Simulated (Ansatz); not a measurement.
## Nb: response to strain

Start from Nb in the bcc (W type) structure (space group Im-3m, No. 229; a = 3.248 Å; relaxed with 0.1 eV smearing). Axes: x, y, z lie along the cube axes.

Strains are applied to the cell and any free atomic positions relax; under biaxial strain the out-of-plane vector relaxes too.

Calculations: LDA (Ansatz, a program for electronic structure), scalar-relativistic without spin-orbit coupling.

Notes on the quantities. energy relative to the base: free energy F.

```tsv
biaxial strain, plane normal [001], relaxed out of plane (%)	energy relative to the base (meV/atom)
-3	28.8
-2.5	19.6
-2	12.3
-1.5	?
-1	3.0
-0.5	0.7
0	0.0
```

Task: Fit ΔE = Aε² + Bε³ (ε in %) to the rows shown and predict the withheld row.

Result: Least squares on the printed values gives A = 2.83 and B = -0.12 meV/atom (largest residual 0.0 meV/atom); this predicts 6.8 meV/atom, and the run gives 6.8 meV/atom, in agreement.

Whether these cells are dynamically stable was not tested. All final runs are without spin polarisation.
